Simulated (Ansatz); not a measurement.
A free linear chain of Ni atoms, relaxed period 4.352 Å, atoms relaxed at each strain.

```csv
strain,energy (meV a period),axial force (nN)
-0.015,+9.5,-0.47
+0.015,+7.8,+0.38
```

The numbers are results of PBE (plane waves to 420 eV, PAW; Ansatz, a first-principles code), not measurements. Mesh 1×1×70. Collinear spin, started with parallel moments, and moments remain. It repeats along c; a and b span vacuum. A hypothetical model. Only distortions within the start's symmetry and period were free. Pairing along the axis, which can open a gap, is among the distortions not tried. No Hubbard term is applied. Fermi–Dirac width 0.02 eV. Buckling under compression is shut out by symmetry and the short period. Energies are free energies at a Fermi–Dirac width of 0.02 eV, from the unstrained cell.

Question: Work out the axial stiffness dF/dε in two ways.

Answer: From the forces: (+0.38 − (-0.47))/0.030 = 28.3 nN. From the energies: (E₊ + E₋)/(ε² c) = 0.0173 eV/(0.015² × 4.352 Å) = 17.67 eV/Å = 28.3 nN. The two agree to within 1 %.
